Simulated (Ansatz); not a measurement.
PbSb2Te4, carrier doping

The reference is PbSb₂Te₄ (space group R-3m, No. 166; a = 4.352 Å, c = 41.133 Å (hexagonal axes); a cell from a computed database, its experimental status unchecked).

Carriers are added at fixed cell with a uniform background; the Fermi–Dirac width is that of 300 K.

All numbers come from Ansatz (an electronic-structure program), PBE-D3(BJ), PAW, cutoff 420 eV, no spin-orbit coupling.

Notes on the quantities. Fermi level from band edge: Fermi level relative to the doped band's edge (positive inside the band; to 0.05 eV).

```json
[
 {"change": "undoped", "gap between the host's bands": "0.13 eV", "Fermi level from band edge": "–", "largest internal atomic displacement": "–"},
 {"change": "electrons 2.0×10^21 cm⁻³", "gap between the host's bands": "0.12 eV", "Fermi level from band edge": "+0.45 eV", "largest internal atomic displacement": "0.023 Å"},
 {"change": "electrons 7.0×10^21 cm⁻³", "gap between the host's bands": "0.12 eV", "Fermi level from band edge": "+0.55 eV", "largest internal atomic displacement": "0.130 Å"},
 {"change": "holes 2.0×10^21 cm⁻³", "gap between the host's bands": "0.16 eV", "Fermi level from band edge": "+0.60 eV", "largest internal atomic displacement": "0.024 Å"},
 {"change": "holes 7.0×10^21 cm⁻³", "gap between the host's bands": "0.21 eV", "Fermi level from band edge": "+0.80 eV", "largest internal atomic displacement": "0.091 Å"}
]
```

Carriers are added with a uniform compensating background; total energy and stress of such cells depend on the potential's zero and are not compared; many-body gap narrowing is missing at this level. Spin-orbit coupling, missing from the scalar runs, can matter with Pb, Sb and Te. Whether these cells are dynamically stable was not tested. A zero or small gap of PbSb2Te4 can be the functional's error rather than a property of the material.
